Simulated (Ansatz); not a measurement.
## Zr₃N₄ (R-3m, No. 166, 7 atoms in the cell; start mp-754353; a measured phase of this formula has another space group)

Level of theory: LDA (plane waves, PAW; Ansatz, a first-principles code).

Settings: plane-wave cutoff 520 eV, 12×12×12 k mesh, Fermi–Dirac smearing 0.01 eV, scalar-relativistic PAW data made under PBE.

Cell (relaxed at this level):

```cif
data_N12Zr9
_chemical_formula_sum 'Zr9 N12'
_space_group_name_H-M_alt 'R-3m :H'
_space_group_IT_number 166
_space_group_name_Hall '-R 3 2"'
_cell_length_a 3.39683
_cell_length_b 3.39683
_cell_length_c 24.77671
_cell_angle_alpha 90.000
_cell_angle_beta 90.000
_cell_angle_gamma 120.000
loop_
_atom_site_label
_atom_site_type_symbol
_atom_site_symmetry_multiplicity
_atom_site_Wyckoff_symbol
_atom_site_fract_x
_atom_site_fract_y
_atom_site_fract_z
_atom_site_occupancy
Zr1 Zr 6 c 0.00000 0.00000 0.22247 1
Zr2 Zr 3 a 0.00000 0.00000 0.00000 1
N1 N 6 c 0.00000 0.00000 0.37849 1
N2 N 6 c 0.00000 0.00000 0.13226 1
```
(The calculation used a cell of 7 atoms; values per cell refer to that cell.)

```yaml
band_gap: 0.98 eV (on the SCF k mesh)
bulk_modulus: 223 GPa
```

Note: the relaxation could not lower the start's symmetry, so the cell can be a saddle point above a distorted one; the bulk modulus is −V dP/dV from two relaxed cells at ±2 % in volume.

Spin–orbit coupling is not included.

The computed numbers hold no vibrational or temperature effects.

Computing time: around 4 core-minutes (rough).

A start named mp-… is a Materials Project structure, which need not be a measured phase.
